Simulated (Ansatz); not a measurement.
Start from Ge in the diamond structure (space group Fd-3m, No. 227; a = 5.762 Å).

(Cell as relaxed with PBE.)

Levels (all Ansatz, a first-principles code, PAW, earlier PAW set): PBE (420 eV, no spin-orbit coupling); r2SCAN (500 eV, no spin-orbit coupling).

Each level relaxes its own structure.

```json
[
 {"base": "volume per atom", "PBE": "23.92 Å³", "r2SCAN": "22.82 Å³"},
 {"base": "lattice parameter a", "PBE": "5.762 Å", "r2SCAN": "5.673 Å"},
 {"base": "band gap", "PBE": "zero", "r2SCAN": "0.37 eV"}
]
```

One thing is altered: a negative pressure, −1 GPa.

```tsv
quantity	PBE	r2SCAN
band gap	zero	0.22 eV
volume per atom	24.34 Å³	23.15 Å³
```

They disagree on the band gap; PBE's volume per atom lies 1.19 Å³ above r2SCAN's (5.1 %). Neither level is exact; r2SCAN is the comparison here, not a measurement.

Load acts through the strain it causes; cell and atoms are relaxed under it. Whether these cells are dynamically stable was not tested. The zero or small gap of Ge and Ge under pressure −1 GPa can change with the level of theory.
